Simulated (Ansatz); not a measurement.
Cells marked so need not be the phases stable at ambient conditions, and some may be hypothetical.

 Where the default PAW files enter, the runs use the earlier of Ansatz's two default sets.

The gap is the functional's own, uncorrected, and κ follows it; spin-orbit coupling is left out. Mid-gap values are interpolated between the computed energies.

A. CaCl2 (P4_2/mnm, rutile, not sure to be the ambient phase, 6 atoms a cell, 28.6 Å³ an atom), along the normal of (100)
B. Li2O (Fm-3m, anti-fluorite, 3 atoms a cell, 8.4 Å³ an atom, -4 GPa at this level), along the normal of (001)
C. CaSe (Fm-3m, rock salt, not sure to be the ambient phase, 2 atoms a cell, 26.2 Å³ an atom), along the normal of (110)

Question: Put the candidates in order of mid-gap decay constant of the slowest evanescent state, highest first, for r2SCAN run with Ansatz (a program for electronic structure).

Answer: B (0.49 1/Å), A (0.43 1/Å), C (0.21 1/Å)
